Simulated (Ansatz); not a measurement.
Input and output of a self-consistent single point for Bi₂Pt₃S₂ (I2_13, 14 atoms in the cell) (Ansatz, a first-principles code).

Method: LDA (PW92), default PAW files made with PBE (plane waves; Ansatz).

```
CELL_PARAMETERS angstrom
     -4.20555     4.20555     4.20555
      4.20555    -4.20555     4.20555
      4.20555     4.20555    -4.20555
ATOMIC_POSITIONS crystal
  Bi 0.50000 0.00000 0.48640
  Bi 0.01360 0.01360 0.01360
  Bi 0.00000 0.48640 0.50000
  Bi 0.48640 0.50000 0.00000
  Pt 0.25000 0.53670 0.28670
  Pt 0.75000 0.96330 0.21330
  Pt 0.28670 0.25000 0.53670
  Pt 0.21330 0.75000 0.96330
  Pt 0.53670 0.28670 0.25000
  Pt 0.96330 0.21330 0.75000
  S  0.94840 0.50000 0.00000
  S  0.00000 0.94840 0.50000
  S  0.55160 0.55160 0.55160
  S  0.50000 0.00000 0.94840
```

Reference input (self-consistent single point, DFT, LDA (PW92), plane waves, default PAW files made with PBE): basis.ecutwfc = 420 eV; kpoints.mp_grid.grid = 3 3 3; hamiltonian.xc = lda; hamiltonian.pseudopotentials = {kind: paw} (the program's default PAW files); scf.occupations.method = methfessel_paxton; scf.occupations.width = 0.1 eV. This run's input differs from it in these lines:

Ansatz 0.2 input:
```diff
@@ -22,3 +22,3 @@
 basis:
-  ecutwfc: 420.0
+  ecutwfc: 545.0
 kpoints:
```

Output (repeated stretches shortened):

```
SCF iter   1: F=—  HF=-125296.232686 eV  |F-HF|=—  |Δ(HF+E_count)|=         —  Δρ=5.77e-3  dr2=8.84e-2  ethr=1.77e-3  ⟨swp⟩=5.8  Hψ=1726  notcnv=0  defer=10
all-band conjugate gradients solve this SCF's bands
preconditioner: auto → Resta (q_TF=auto, 2.536 Å⁻¹)
SCF iter   2: F=—  HF=-125296.220150 eV  |F-HF|=—  |Δ(HF+E_count)|=   1.25e-2  S|Δr|=    0.00e0  Δρ=3.13e-3  dr2=3.04e-2  ethr=4.60e-5  ⟨swp⟩=2.0  Hψ=547  notcnv=0  defer=12
   [... lines left out ...]
SCF iter   4: F=—  HF=-125296.211987 eV  |F-HF|=—  |Δ(HF+E_count)|=   1.20e-4  S|Δr|=    0.00e0  Δρ=8.71e-5  dr2=2.68e-5  ethr=2.55e-7  ⟨swp⟩=2.0  Hψ=615  notcnv=0  defer=12
SCF iter   5: F=—  HF=-125296.212586 eV  |F-HF|=—  |Δ(HF+E_count)|=   5.99e-4  S|Δr|=    0.00e0  Δρ=1.63e-5  dr2=6.30e-7  ethr=1.39e-8  ⟨swp⟩=2.0  Hψ=599  notcnv=0  defer=12
SCF iter   6: F=-125296.212586 eV  HF=-125296.212586 eV  |F-HF|=2.20e-8  |Δ(HF+E_count)|=   1.18e-7  S|Δr|=    0.00e0  Δρ=3.94e-6  dr2=5.84e-8  ethr=5.21e-11  ⟨swp⟩=11.2  Hψ=2633  notcnv=0
SCF 1 converged in 6 iterations: F = -125296.212586 eV  dr2 = 5.84e-8
Stability not checked (fill_not_monotonic)
Free energy (F): -125296.212586 eV
Internal energy: -125296.206227 eV  (E = F + TS)
E sigma→0 (E₀):  -125296.210996 eV
Entropy (-TS):   -0.006359 eV (-0.454 meV/atom)
Fermi energy:    13.343718 eV
--- Forces (eV/Å), atoms counted from 1 ---
  atom   1  Bi    -0.02169624    -0.02169624     0.02169624
  atom   2  Bi     0.02169624     0.02169624     0.02169624
  atom   3  Bi    -0.02169624     0.02169624    -0.02169624
  atom   4  Bi     0.02169624    -0.02169624    -0.02169624
   [... lines left out ...]
  atom  14  S      0.29161866     0.29161866    -0.29161866
--- Stress (GPa, compression-positive) ---
       -3.147405       0.000000      -0.000000
        0.000000      -3.147405       0.000000
       -0.000000      -0.000000      -3.147405
  P = ⅓ Tr σ = -3.1474 GPa (-31.474 kbar)
  The stress holds the Pulay correction. Without it, at fixed plane waves, as pw.x and ABINIT print it: P = -3.1546 GPa
```

The run converged in 6 iterations. Against the reference run the free energy drops by 1.1 meV/atom, the pressure hardly changes (-3.14 to -3.15 GPa) and the largest force moves little (0.504 to 0.505 eV/Å).

The starting cell comes from a database of published, mostly measured structures (it also holds non-ambient and calculated ones), without a prior relaxation at this level. Spin polarisation is off. Ansatz's pressure includes its estimate of the finite-basis (Pulay) stress.
